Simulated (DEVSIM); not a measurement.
Device: Au/Al2O3/p-Ge capacitor, at 250 K.

Layer 1 from the left is Al2O3, thickness (nm) 2.30. Layer 2 from the left is Ge, thickness (nm) 430, Na (cm⁻³) 1.9e18.

Metal gate on the left, work function 5.1 eV. Fixed charge at the semiconductor interface -2.2e11 cm⁻² (in units of +e); no interface traps.

The device is made up for the run: typed textbook-type constants, with dimensions and the other settings drawn at random. Values at 300 K; Nc and Nv go as T^1.5, mobilities as T to minus their exponent, the gap by Varshni's rule with the affinity fixed.

Al2O3: gap (eV) 6.8, affinity (eV) 1.35, permittivity 9. Ge: gap (eV) 0.664, affinity (eV) 4, permittivity 16, Nc (cm⁻³) 1.04e19, Nv (cm⁻³) 6e18, Varshni α (eV/K) 0.000477, Varshni β (K) 235.

Q: Estimate by hand the flat-band voltage, the threshold voltage, and compare with a numerical solution.

A: 
- Flat-band voltage: C = 3.46 μF/cm², work-function difference 0.436 V; VFB = φms − qNf/C = 0.45 V; numerical 0.45 V.
- Threshold voltage: φF = 0.317 V, depletion charge √(4εqNφF) = 7.39e-7 C/cm²; VT = VFB + 2φF + Qd/C = 1.29 V; numerical 1.29 V.

Simulated with DEVSIM: 1D Poisson equation in equilibrium, Boltzmann statistics, complete ionisation; no quantum confinement or tunnelling. Metal contacts follow the ideal Schottky-Mott rule: no Fermi-level pinning, no interface dipoles.
